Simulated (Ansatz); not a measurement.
Base system: SiC in the wurtzite structure (space group P6_3mc, No. 186; a = 3.076 Å, c = 5.048 Å).

Perturbation: cell and atoms relaxed at a pressure of 0.7 GPa.

Levels (all Ansatz, a program for electronic structure, PAW): PBEsol (420 eV, scalar-relativistic without spin-orbit coupling); r2SCAN (500 eV, without spin-orbit coupling).

The geometry is relaxed with PBEsol.

* **PBEsol smallest direct gap**: 3.86 eV
* **PBEsol lowest conduction level above the VBM at special points**: K 2.12 eV; M 2.66 eV; L 3.18 eV; Γ 4.76 eV
* **PBEsol width of the top valence band**: 3.94 eV
* **PBEsol pressure**: 7.0 kbar

Q: How does going to r2SCAN change the smallest direct gap, lowest conduction level above the VBM at special points, width of the top valence band and pressure?

A: The smallest direct gap rises by 0.62 eV to 4.48 eV; the lowest conduction level above the VBM at special points goes from K 2.12 eV; M 2.66 eV; L 3.18 eV; Γ 4.76 eV to K 2.65 eV; M 3.22 eV; L 3.72 eV; Γ 5.39 eV; the width of the top valence band increases by 0.097 eV (3.94 eV → 4.03 eV); the pressure stays essentially unchanged (7.0 kbar against 6.4 kbar).

Single points use the geometry relaxed with PBEsol. Their cutoffs differ, which shifts pressures a little. Load acts through the strain it causes; cell and atoms are relaxed under it. Stability against distortions was not tested.
